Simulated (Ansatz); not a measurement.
Take Ga$_{2}$O$_{3}$ in the corundum structure (space group R-3c, No. 167; a = 4.985 Å, c = 13.442 Å (hexagonal axes)) as the base.

The values are results of r2SCAN/PAW in Ansatz (a quantum-chemistry and plane-wave program), spin-orbit coupling left out, not measurements.

Before the change:

The smallest direct gap is 3.81 eV and the volume per atom is 9.64 Å³.

One thing is altered: a negative pressure, −1 GPa.

Problem. How does this affect the smallest direct gap and volume per atom?

Solution. The smallest direct gap drops by 0.05 eV (3.81 eV → 3.76 eV); the volume per atom increases by 0.04 Å³ to 9.68 Å³.

Load acts through the strain it causes; cell and atoms are relaxed under it. Whether these cells are dynamically stable was not tested.
